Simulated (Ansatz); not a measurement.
The starting structures come from a database of crystals and need not be the phases stable at ambient conditions.

 Where the default PAW files enter, the runs use the earlier of Ansatz's two default sets.

Inside the gap of an insulator the Bloch states are evanescent, with a wavenumber k + iκ along the transport direction.

Input:

```xyz
8
Lattice="3.9095 0.0000 0.0000 1.9547 6.1641 -0.0840 1.9547 -2.6375 7.6350" Properties=species:S:1:pos:R:3 pbc="T T T"
In     0.0000     0.0000     0.0000
Bi     3.9095     3.4753     2.0891
Bi     3.9095     0.0513     5.4619
S      5.8642     5.3093     2.3707
S      1.9547    -1.7827     5.1803
S      1.9547     1.7572     0.3989
S      5.8642     1.7694     7.1522
Cl     1.9547     1.7633     3.7755
```

Space group of this cell: C2/m. The cell was relaxed by PBE-D3(BJ); by r2SCAN its mean pressure is 1.2 GPa.

Transport runs along the normal of the first two printed cell vectors.

No gap correction and no spin-orbit coupling; mid-gap values are interpolated between computed energies.

Q: Compute, with r2SCAN run with Ansatz (an electronic-structure program), the band gap and the smallest decay constant κ at mid-gap.

A: Gap 1.92 eV on a 8×8×8 mesh; κ = 0.201 1/Å, at (0.000, 0.500) of the in-plane reciprocal vectors. At the zone centre, at the nearest computed energy, the slowest state has κ = 0.25 1/Å.
